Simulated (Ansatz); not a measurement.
ZnSnSb2 (I-42d, No. 122, 8 atoms in the cell; start mp-4756), treated with r²SCAN (plane waves, PAW; Ansatz, a first-principles code).

Settings: plane-wave cutoff 560 eV, 12×12×12 k mesh, Fermi–Dirac smearing 0.05 eV, scalar-relativistic PAW data made under PBE.

Cell (relaxed at this level):

```
SnZnSb2
1.0
   -3.15668     3.15668     6.33701
    3.15668    -3.15668     6.33701
    3.15668     3.15668    -6.33701
Zn Sn Sb
2 2 4
Direct
  0.00000   0.00000   0.00000
  0.75000   0.25000   0.50000
  0.50000   0.50000   0.00000
  0.25000   0.75000   0.50000
  0.65097   0.62500   0.52597
  0.37500   0.90097   0.02597
  0.09903   0.12500   0.47403
  0.87500   0.34903   0.97403
```

**Question.** Estimate the band gap and bulk modulus B0 that the calculation returns.

**Answer.** 
- band gap: 0.17 eV (on the SCF k mesh)
- bulk modulus B0: 47.5 GPa

Note: the relaxation could not lower the start's symmetry, so the cell can be a saddle point above a distorted one; the bulk modulus is −V dP/dV from two relaxed cells at ±2 % in volume.

Spin–orbit coupling is not included; it can close the smallest gap of 0.17 eV.

Computed values are for the static lattice.

A start named mp-… is a Materials Project structure, which need not be a measured phase.
